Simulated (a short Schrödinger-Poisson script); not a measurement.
MOS inversion layer, SiO2 on p-type Si(100)

System: MOS inversion layer, SiO2 on p-type Si(100), at 300 K.

```tsv
layer	material	thickness (nm)	Na (cm⁻³)
1	SiO2	4	-
2	Si	1100	1.6e17
```

The device is made up for the run: typed textbook-type constants, with dimensions and the other settings drawn at random. SiO2: permittivity 3.9, conduction-band edge (eV) 3.15, gap (eV) 9, electron mass (mₑ) 0.5. Si: permittivity 11.7, conduction-band edge (eV) 0, gap (eV) 1.124, Nv at 300 K (cm⁻³) 3.1e19.

Channel valleys (confinement mass, in-plane density-of-states mass, number): Δ2 0.916, 0.19, 2; Δ4 0.19, 0.417, 4. At the gate the conduction-band edge of layer 1 lies 3.4 eV − eVg above the Fermi level of the channel; the field vanishes at the back. Gaps are held at their typed values at every temperature. Mesh 0.03 nm at interfaces.

Solved with a short Schrödinger-Poisson script written for these runs: 1D Poisson equation in equilibrium, electrons quantum, Hartree (BenDaniel-Duke, 12 states a valley, the channel's in-plane mass for all, wave functions free to enter the dielectric), parabolic valleys, classical holes, full ionisation, no traps, pinning or gate leakage.

```csv
Vg (V),electrons (cm⁻²),C (μF/cm²),Δ2 E0 (meV),Δ2 E1 (meV),Δ4 E0 (meV),Δ4 E1 (meV)
0.3,8.97e8,0.117,242.1,285.0,275.6,346.8
0.6,5.06e11,0.614,74.5,124.1,113.1,191.9
0.9,1.77e12,0.723,37.1,95.4,82.2,166.9
1.2,3.15e12,0.753,17.7,83.7,68.5,157.7
1.5,4.57e12,0.768,3.8,76.8,59.6,152.7
1.8,6.02e12,0.778,-7.4,72.1,52.9,149.5
2.1,7.48e12,0.784,-17.0,68.5,47.5,147.3
2.4,8.96e12,0.789,-25.6,65.7,42.8,145.6
2.7,1.04e13,0.793,-33.5,63.4,38.6,144.4
```

Gate voltages with under 1e6 electrons/cm² are left out.

Subbands count from the Fermi level.
